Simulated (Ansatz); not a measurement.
**A computed series for Ge: response to strain**

Consider Ge (space group I4_1/amd, No. 141; a cell from a computed database, its experimental status unchecked; relaxed with 0.1 eV smearing).

```
CELL_PARAMETERS angstrom
     -2.55834     2.55834     1.40260
      2.55834    -2.55834     1.40260
      2.55834     2.55834    -1.40260
ATOMIC_POSITIONS crystal
  Ge 0.25000 0.75000 0.50000
  Ge 0.50000 0.50000 0.00000
```

Cartesian axes are those of the cell as printed.

Strains are applied to the cell and any free atomic positions relax; under biaxial strain the out-of-plane vector relaxes too.

The values are results of Ansatz (a program for electronic structure), PBEsol, PAW, cutoff 420 eV, scalar-relativistic without spin-orbit coupling, not measurements.

Candidates:
(a) isotropic strain −2.22 %
(b) biaxial strain −2.16 %, plane normal [001], relaxed out of plane
(c) isotropic strain −2.56 %
(d) uniaxial strain ε_xx = +2.42 %

Notes on the quantities. energy relative to the base: free energy F.

Order them by energy relative to the base, lowest first.

(d) uniaxial strain ε_xx = +2.42 % (+4.3 meV/atom), (b) biaxial strain −2.16 %, plane normal [001], relaxed out of plane (+8.3 meV/atom), (a) isotropic strain −2.22 % (+22 meV/atom), (c) isotropic strain −2.56 % (+29 meV/atom)

A biaxial case was relaxed in a doubled cell and then solved in the primitive one. Whether these cells are dynamically stable was not tested. This is not the structure that Ge has at room temperature and ambient pressure.
